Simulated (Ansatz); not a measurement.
CdS (P6_3mc), PBEsol with spin-orbit coupling, rigid bands run with Ansatz (a program for electronic structure): N_c = 1.17e18 cm⁻³ at 300 K and an electron conductivity mass of 0.136 mₑ along y (a = (4.12, 0.00, 0.00) Å; b = (-2.06, 3.57, 0.00) Å; c = (0.00, 0.00, 6.71) Å).

Problem. For 1e16 electrons per cm³ at 300 K, place the Fermi level, estimate the Seebeck coefficient of a parabolic band with constant τ, and give mobility and conductivity for τ = 5 fs.

Solution. The level lies k_BT ln(N_c/n) = 0.123 eV below the conduction-band minimum. S ≈ −(k_B/e)[ln(N_c/n) + 5/2] = -626 μV/K, against -620 μV/K from the full bands (mean over directions). μ = eτ/m = 64.7 cm²/(V·s) and σ = neμ = 0.104 S/cm. τ is assumed, not computed.

Band transport and this doping are assumed; polarons and phonon drag are left out.
